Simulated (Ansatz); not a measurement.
Structure of amorphous Zr$_{20}$O$_{45}$P$_{2}$ (periodic cell):

```xyz
67
Lattice="9.5820 -0.2071 -0.1282 -0.2071 9.2976 0.0778 -0.1282 0.0778 9.7955" Properties=species:S:1:pos:R:3 pbc="T T T"
Zr     3.4137     1.6696     8.2727
Zr     7.5631     4.5948     0.4974
Zr     6.1713     8.0640     3.3603
Zr     4.2139     5.3991     9.2325
Zr     1.3744     5.6158     2.1448
Zr     6.4477     6.8436     7.0583
Zr     7.7567     5.2820     4.1402
Zr     3.2105     8.7877     1.1045
Zr     4.4588     4.4681     2.6192
Zr     0.2465     7.9119     5.2167
Zr     0.1762     0.4002     8.2858
Zr     0.8503     4.0763     8.5488
Zr     2.4654     7.6412     7.7833
Zr     5.5113     0.4930     5.9686
Zr     0.5025     2.4448     5.0867
Zr     7.1910     2.0375     2.7295
Zr     8.9785     7.9152     1.5302
Zr     6.8292     0.7163     9.4234
Zr     3.9033     6.2157     5.1524
Zr     7.5816     3.2155     6.8533
O      4.2685     4.0410     5.0737
O      1.4078     2.1723     8.5109
O      6.2493     8.7616     7.6347
O      5.3716     2.7060     2.7393
O      2.0437     5.6449     8.3596
O      0.4289     7.8896     7.4232
O      6.3572     5.7938     8.7559
O      6.9375     4.9728     6.0920
O      3.8857     3.5273     8.7329
O      8.4262     4.1833     8.5333
O      4.3866     8.2360     2.5739
O      0.3332     0.7212     5.9859
O      0.8496     3.4340     0.9953
O      5.6020     4.9996     1.0859
O      0.0678     2.1444     2.9469
O      4.3609     6.2578     7.1909
O      7.1991     2.4856     0.5592
O      4.7002     0.7896     9.7013
O      7.5593     6.8429     2.5380
O      7.8582     7.1886     5.3435
O      2.3488     1.4056     1.7296
O      5.2468     7.7795     5.3299
O      2.2565     7.2966     5.6557
O      2.5891     2.5821     6.3556
O      3.7794     0.0507     7.0012
O      1.9346     9.2346     9.0750
O      9.2317     5.8068     0.8660
O      3.0341     4.9186     1.1574
O      5.8223     2.1521     7.0967
O      0.1229     0.9478     0.7687
O      7.2178     0.0578     1.6819
O      0.1462     5.9649     4.0221
O      4.1659     1.5082     4.7306
O      5.5852     5.8457     3.7419
O      8.0438     2.8855     4.7737
O      8.2045     1.5098     8.0194
O      2.2562     3.0171     3.9953
O      6.7251     0.5674     4.2437
O      8.1479     8.4118     9.3651
O      3.6511     7.4079     9.5757
O      2.8662     5.6470     3.5422
O      7.7791     4.0805     2.5128
O      0.1557     3.7416     6.6197
O     -0.0209     8.7873     3.4973
O      1.5399     7.5766     1.6673
P      0.9229     1.9815     1.6216
P      3.3836     2.7707     5.0458
```

All values below come from PBE, scalar-relativistic without spin-orbit coupling (plane waves to 420 eV, PAW; Ansatz, a first-principles code).

Preparation: random packing, a CHGNet melt and quench, and a DFT relaxation. O atoms were pushed apart under 1.9 Å during the dynamics, to hinder bonds among them. The hot cell started wider than the set density and was brought back towards it in steps. It is the lowest in DFT energy of 2 quenches. It is a model cell: composition and starting density were chosen by hand, and all elements were melted together. No dispersion term was used. Its density started from a set value of 4.96 and ended at 4.96 g/cm³. The simulated quench (nominally 450 K/ps over its main leg) is rapid and tends to freeze in more defects than a deposited or slowly cooled glass has. One small periodic cell is one sample of the glass; other quenches scatter about these values. The volume was held where the preparation left it and the shape relaxed, at a PBE pressure of 0.9 GPa. Stress components on the final sampling reach 1.0 GPa.

Bonds are counted up to Zr-Zr 3.41 Å, Zr-O 2.62 Å, Zr-P 2.88 Å, O-O 1.58 Å, O-P 2.08 Å, P-P 2.50 Å. Two cations that share two anions don't count as bonded, nor two that share one unless they lie closer than Zr-Zr 3.32 Å, Zr-P 2.80 Å, P-P 2.29 Å.

### Question
Give the coordination numbers, mean bond lengths and angles.

### Answer

- Mean coordination of Zr by anions: 6.25 (1 with 5, 13 with 6, 6 with 7)
- Mean coordination of O: 2.96 (8 with 2, 31 with 3, 6 with 4)
- Mean coordination of P by anions: 4.00 (2 with 4)
- Mean Zr-O bond: 2.153 Å (spread 0.126 Å, 125 counted)
- Mean O-P bond: 1.555 Å (spread 0.021 Å, 8 counted)
- Bond angle at Zr: mean 102.5°, spread 28.7°
- Bond angle at O: mean 116.1°, spread 18.0°
- Bond angle at P: mean 109.4°, spread 4.9°

### Question
List the pairs of like atoms that count as bonded by the rules above.

### Answer
There are none by these rules.
